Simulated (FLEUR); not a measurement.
A self-consistent single point of NiS (R3m, 6 atoms in the cell) with FLEUR.

Computed with LDA (Vosko-Wilk-Nusair), all-electron FLAPW (FLEUR), scalar-relativistic valence.

The change in words: lattice scaled by 0.98. Reference geometry:
```
NiS
1.0
    4.78826     2.76450     1.05011
   -4.78826     2.76450     1.05011
    0.00000    -5.52900     1.05011
Ni S
3 3
Direct
  0.65964   0.39689   0.39689
  0.39689   0.65964   0.39689
  0.39689   0.39689   0.65964
  0.78349   0.11926   0.11926
  0.11926   0.78349   0.11926
  0.11926   0.11926   0.78349
```

Reference input (self-consistent single point, DFT, LDA (Vosko-Wilk-Nusair), all-electron FLAPW (FLEUR), scalar-relativistic valence): Kmax = 3.8 1/bohr; GmaxXC = 15.2 1/bohr; xcFunctional = vwn; jspins = 1; l_soc = F; mode = hist; fermiSmearingEnergy = 0.00499791 Htr; mesh (inpgen div1-3) = 7 7 7; inpgen gamma flag = false; Gmax = 15.2 1/bohr; numbands = 0; maxIterBroyd = 99. This run's input differs from it in these lines:

```diff
@@ -3,5 +3,5 @@
 &input film=f /
-4.7882560948 2.7645009453 1.0501140000
--4.7882560948 2.7645009453 1.0501140000
--0.0000000000 -5.5290018905 1.0501140000
+4.6924910502 2.7092109710 1.0291120000
+-4.6924910502 2.7092109710 1.0291120000
+-0.0000000000 -5.4184219420 1.0291120000
 1.8897261246
@@ -48,5 +48,5 @@
          <bravaisMatrix>
-            <row-1>    9.0484926336187339     5.2241496578148050     1.9844278596082043</row-1>
-            <row-2>   -9.0484926336187339     5.2241496578148050     1.9844278596082043</row-2>
-            <row-3>    0.0000000000000000   -10.4482993154406376     1.9844278596082043</row-3>
+            <row-1>    8.8675229270146296     5.1196667489516328     1.9447398315393551</row-1>
+            <row-2>   -8.8675229270146296     5.1196667489516328     1.9447398315393551</row-2>
+            <row-3>    0.0000000000000000   -10.2393334979032655     1.9447398315393551</row-3>
          </bravaisMatrix>
```

Log, with long lists cut:

```
 Iteration:     1   Distance:      20.46539854 me/bohr^3
 Iteration:     2   Distance:      16.29877861 me/bohr^3
 Iteration:     3   Distance:      13.55921537 me/bohr^3
 Iteration:     4   Distance:       4.79776469 me/bohr^3
 Iteration:     5   Distance:       3.08199807 me/bohr^3
   [... 9 lines left out ...]
 Iteration:    15   Distance:       0.00018947 me/bohr^3
 Iteration:    16   Distance:       0.00002825 me/bohr^3
 Iteration:    17   Distance:       0.00002333 me/bohr^3
 Iteration:    18   Distance:       0.00000243 me/bohr^3
 Reset of history
 Run finished successfully
 Stop message:
   Structural relaxation: new displacements generated

[file out, last iteration]
             iter=     19
[...]
          total density-effective poten   -9.0970872218E+03
          total charge density-energy d   -2.5682537880E+02
 Updated energy parameters for spin:           1
[...]
 fermi energy and band-weighting factors:
    0.824363    0.824363    0.825246

[...]
FERMIE:
          first approx. to ef    (T=0)  :   0.347132 htr   (energy of the highest occ. eigenvalue)
          number of occ. states  (T=0)  :       1449
          first approx. to seigv (T=0)  : -27.745625 htr
          sum of weights of occ. states :  33.008746
          sum of semicore charge        :   0.000000 e
FERHIS:  Fermi-Energy by histogram:
          bandgap                     :   0.000864 htr
   [... lines left out ...]
          charge neutrality (T=0)     :   0.017493    (zero if the highest occ. eigenvalue is "entirely" occupied)
     EF_NEWTON:  Adjust Fermi-Energy by Newton-Method.
 Direct bandgap for spin            1 :    7.8258296201723088E-003  Htr
 ---->    free energy=                     -5749.3571435439 htr
   [... lines left out ...]
      extrapolation for T->0
 ---->    total electron energy=           -5749.3536642690 htr
 ***** TOTAL FORCES ON ATOMS *****
 TOTAL FORCE FOR ATOM TYPE=  1  X= -6.538   Y= -3.774   Z=  0.882
                       FX_TOT= 0.002062 FY_TOT= 0.001191 FZ_TOT= 0.000376
 TOTAL FORCE FOR ATOM TYPE=  2  X= -2.977   Y= -1.719   Z=  0.043
                       FX_TOT=-0.001967 FY_TOT=-0.001136 FZ_TOT=-0.000441
```

The run converged in 18 iterations. FLEUR gives forces in its relaxation mode, with a further iteration, so its stop message speaks of a relaxation. Against the reference run the free energy drops by 32.3 meV/atom and the largest force goes from 0.184 to 0.124 eV/Å.

The starting cell comes from a database of computed structures (which also holds hypothetical and non-ambient phases and stackings), without a prior relaxation at this level. Its lattice was rescaled by a random factor within 2.5 % of one. For this run, on top of that: lattice scaled by 0.98. Spin polarisation is off, so a magnetic state, if there is one, cannot be reached. Values depend on the basis (sphere radii, cutoffs, local orbitals), which need not be converged. The log's line on a gap gives a spacing of levels on this mesh, which the program prints for metals too.

Cost on one core of a shared machine: roughly 7 min.
